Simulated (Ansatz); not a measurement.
Results of HSE06 (plane waves, PAW; Ansatz, a program for electronic structure) for La2SiO5 (P2₁/c, No. 14, 32 atoms in the cell; start mp-5152).

Settings: plane-wave cutoff 460 eV, 2×4×4 k mesh (along the axes of the cell as run), Fermi–Dirac smearing 0.01 eV, scalar-relativistic PAW data made under PBE.

Cell (relaxed with PBEsol):

La$_{2}$O$_{5}$Si is modelled in the monoclinic space group P2₁/c (No. 14), Pearson symbol mP32. Lattice parameters: a = 9.255 Å, b = 7.557 Å, c = 6.971 Å, α = 90.00°, β = 108.87°, γ = 90.00°. La1 on 4e is surrounded by 7 O at 2.376–2.623 Å. La2 on 4e is surrounded by 8 O at 2.436–2.632 Å and 1 O at 3.167 Å. Si on 4e is surrounded by 4 O at 1.612–1.656 Å (tetrahedral). O1 on 4e is coordinated by 4 La at 2.376–2.448 Å. O2 on 4e is surrounded by 1 Si at 1.612 Å and 2 La at 2.513–2.632 Å and 1 La at 3.167 Å. O3 on 4e is coordinated by 1 Si at 1.646 Å and 3 La at 2.469–2.623 Å. O4 on 4e is surrounded by 1 Si at 1.656 Å and 3 La at 2.436–2.549 Å. O5 on 4e has 1 Si at 1.646 Å and 3 La at 2.484–2.615 Å. (Neighbours: up to the widest gap in distance over summed covalent radii, below 1.35, at either atom; cation-cation and far metal-metal contacts left out.)

**Question.** What does this level give for the band gap and smallest direct gap on the k points sampled?

**Answer.** 
* **band gap**: 6.24 eV (on the SCF k mesh)
* **smallest direct gap on the k points sampled**: 6.30 eV

Note: cell and atoms aren't relaxed at this level (largest force component 0.49 eV/Å, pressure 1.1 GPa).

Spin–orbit coupling is not included.

Static lattice: no zero-point or thermal effects.

A start named mp-… is a Materials Project structure, which need not be a measured phase.
